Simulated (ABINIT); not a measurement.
Band structure of LiZn (Fd-3m, 4 atoms in the cell).

```
LiZn
1.0
    0.00000     3.03182     3.03182
    3.03182     0.00000     3.03182
    3.03182     3.03182     0.00000
Li Zn
2 2
Direct
  0.25000   0.25000   0.25000
  0.00000   0.00000   0.00000
  0.75000   0.75000   0.75000
  0.50000   0.50000   0.50000
```

Computed with PBEsol, PAW (JTH v2.0 PBE PAW, files made for PBE) (plane waves; ABINIT).

Settings: pseudos = [Li.GGA_PBE-JTH.xml, Zn.GGA_PBE-JTH.xml]; ecut = 60 Ry; pawecutdg = 120 Ry; pawxcdev = 0; ixc = -116133; occopt = 7; tsmear = 0.00183747 Ha; ngkpt = 8 8 8; nshiftk = 1; shiftk = 0 0 0; potentials = JTH v2.0 PBE PAW; kptopt = 1; nstep = 50.

The starting cell comes from a database of computed structures (which also holds hypothetical and non-ambient phases and stackings), without a prior relaxation at this level. The potentials were made for another functional than the one used.

Levels in eV from the Fermi level, bands 12 to 19:
```json
[
 {"point": "Γ", "12": "-6.60", "13": "-6.60", "14": "3.64", "15": "3.64", "16": "3.64", "17": "3.76", "18": "3.76", "19": "3.76"},
 {"point": "X", "12": "-6.59", "13": "-4.11", "14": "-4.11", "15": "-0.98", "16": "-0.98", "17": "2.95", "18": "2.95", "19": "10.76"},
 {"point": "W", "12": "-6.54", "13": "-3.99", "14": "-3.99", "15": "-1.50", "16": "-1.50", "17": "5.10", "18": "5.10", "19": "6.76"},
 {"point": "K", "12": "-6.53", "13": "-4.47", "14": "-3.65", "15": "-1.87", "16": "-0.37", "17": "3.07", "18": "5.39", "19": "8.32"},
 {"point": "L", "12": "-6.62", "13": "-5.45", "14": "-3.79", "15": "1.89", "16": "1.89", "17": "3.27", "18": "3.27", "19": "3.89"},
 {"point": "U", "12": "-6.53", "13": "-4.47", "14": "-3.65", "15": "-1.87", "16": "-0.37", "17": "3.07", "18": "5.39", "19": "8.32"}
]
```

Bands cross the Fermi level along this path, so the cell is metallic at this level.
